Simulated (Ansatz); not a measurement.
Base system: NaCl in the rock salt structure (space group Fm-3m, No. 225; a = 5.6015 Å). Axes: x, y, z lie along the cube axes.

Calculations: Ansatz (a quantum-chemistry and plane-wave program), PBEsol, PAW, cutoff 420 eV, no SOC.

For the base:

The pressure comes out as 0.01 GPa. The valence-band top at Γ is 0.00, 0.00, 0.00 eV.

The change: biaxial strain +1.25 %, plane normal [111], relaxed out of plane (Cartesian); in-plane vectors clamped, the third vector and the atoms free.

**Question.** Estimate the effect on the pressure, valence-band top at Γ, energy relative to the base and ratio −ε⊥/ε∥.

**Answer.** The pressure (mean of the normal stresses, compression positive) decreases by 0.36 GPa to -0.35 GPa; the valence-band top at Γ (three highest levels, from the VBM) changes from 0.00, 0.00, 0.00 eV to 0.00, -0.08, -0.08 eV; the energy rises by 0.9 meV/atom; the ratio −ε⊥/ε∥ comes out as 0.84.

The levels and masses belong to the bands next to the band gap. Whether these cells are dynamically stable was not tested.
